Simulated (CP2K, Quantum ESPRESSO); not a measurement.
A CP2K input for a self-consistent single point of LiCl (Fm-3m, 2 atoms in the cell) (DFT PBE, GPW, DZVP-MOLOPT-SR-GTH basis, GTH-PBE potentials (GTH_POTENTIALS)):

```
&GLOBAL
  PROJECT run
  RUN_TYPE ENERGY_FORCE
  PRINT_LEVEL MEDIUM
&END GLOBAL
&FORCE_EVAL
  METHOD Quickstep
  STRESS_TENSOR ANALYTICAL
  &DFT
    BASIS_SET_FILE_NAME BASIS_MOLOPT
    POTENTIAL_FILE_NAME GTH_POTENTIALS
    &QS
      METHOD GPW
      EPS_DEFAULT 1E-10
    &END QS
    &MGRID
      CUTOFF 400
      REL_CUTOFF 60
      NGRIDS 4
    &END MGRID
    &SCF
      SCF_GUESS ATOMIC
      EPS_SCF 1E-6
      MAX_SCF 100
      ADDED_MOS 4
      &DIAGONALIZATION
        ALGORITHM STANDARD
      &END DIAGONALIZATION
      &MIXING
        METHOD BROYDEN_MIXING
        ALPHA 0.2
        NBUFFER 10
      &END MIXING
      &SMEAR ON
        METHOD FERMI_DIRAC
        ELECTRONIC_TEMPERATURE [K] 116.05
      &END SMEAR
    &END SCF
    &KPOINTS
      SCHEME MONKHORST-PACK 8 8 8
      GAMMA_CENTERED T
    &END KPOINTS
    &XC
      &XC_FUNCTIONAL PBE
      &END XC_FUNCTIONAL
    &END XC
    &PRINT
      &MO
        EIGENVALUES T
        OCCUPATION_NUMBERS T
        NDIGITS 8
        FILENAME mo
        &EACH
          QS_SCF 0
        &END EACH
        ADD_LAST NUMERIC
      &END MO
      &MULLIKEN ON
      &END MULLIKEN
    &END PRINT
  &END DFT
  &SUBSYS
    &CELL
      A 3.63452900 0.00000000 0.00000000
      B 1.81726400 3.14759400 0.00000000
      C 1.81726400 1.04919800 2.96758000
      PERIODIC XYZ
    &END CELL
    &COORD
      SCALED
      Li       0.00000000     0.00000000     0.00000000
      Cl       0.50000000     0.50000000     0.50000000
    &END COORD
    &KIND Li
      BASIS_SET DZVP-MOLOPT-SR-GTH-q3
      POTENTIAL GTH-PBE-q3
    &END KIND
    &KIND Cl
      BASIS_SET DZVP-MOLOPT-SR-GTH-q7
      POTENTIAL GTH-PBE-q7
    &END KIND
  &END SUBSYS
  &PRINT
    &FORCES ON
    &END FORCES
    &STRESS_TENSOR ON
    &END STRESS_TENSOR
  &END PRINT
&END FORCE_EVAL
```

Question: Give the Quantum ESPRESSO input for the same structure, mesh, smearing and functional.

Answer: This is the input that was run; spellings and numerical settings could be chosen otherwise.

```fortran
&control
 calculation = 'scf'
 prefix = 'LiCl'
 outdir = './out'
 pseudo_dir = './'
 verbosity = 'high'
 tprnfor = .true.
 tstress = .true.
/
&system
 ibrav = 2
 celldm(1) = 9.713192281
 nat = 2
 ntyp = 2
 ecutwfc = 40
 ecutrho = 200
 occupations = 'smearing'
 smearing = 'fermi-dirac'
 degauss = 0.000734986
/
&electrons
 conv_thr = 1.0d-9
/
ATOMIC_SPECIES
Li     6.9400  li_pbe_v1.4.uspp.F.UPF
Cl    35.4500  cl_pbe_v1.4.uspp.F.UPF
ATOMIC_POSITIONS crystal
Li    0.000000000    0.000000000    0.000000000
Cl    0.500000000    0.500000000    0.500000000
K_POINTS automatic
8 8 8  0 0 0
```

Basis, cutoffs, solver keys and any potentials are the target program's own. This input uses DFT, PBE, plane waves, GBRV 1.5 ultrasoft (PBE) pseudopotentials. Both were run: pressure 0.30 GPa in CP2K and 0.17 in Quantum ESPRESSO; gap on the mesh 6.221 eV in CP2K and 6.293 in Quantum ESPRESSO.

On Quantum ESPRESSO: the starting cell has typed, rounded lattice constants, without a prior relaxation at this level.

On CP2K: the starting cell has typed, rounded lattice constants, without a prior relaxation at this level. Values carry the incompleteness of an atom-centred basis.
